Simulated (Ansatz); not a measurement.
For CaTiO3 (Pnma, No. 62), BLYP (PAW; Ansatz, a first-principles code) gives:

- equilibrium volume per atom = 11.68 Å³/atom
- bulk modulus = 165 GPa
- band gap = 2.36 eV

**Question.** What does rVV10 (PAW; Ansatz) give for the same quantities?

**Answer.** 
- equilibrium volume per atom: 11.45 Å³/atom (shrinks by 2.0 %)
- bulk modulus: 176 GPa (increases by 6.7 %)
- band gap: 2.38 eV (is nearly the same)

Changes are worked out from the printed values.

Unless a cell is named, each level is at its own relaxed cell (BLYP 11.68, rVV10 11.45 Å³/atom).

Density-functional gaps are differences of (generalised) Kohn–Sham levels.

Caveats: the relaxation could not lower the start's symmetry, so the cell can be a saddle point above a distorted one (BLYP, rVV10). Ansatz's density-functional and Hartree–Fock values are scalar-relativistic unless marked +SOC, with PAW data made under PBE.
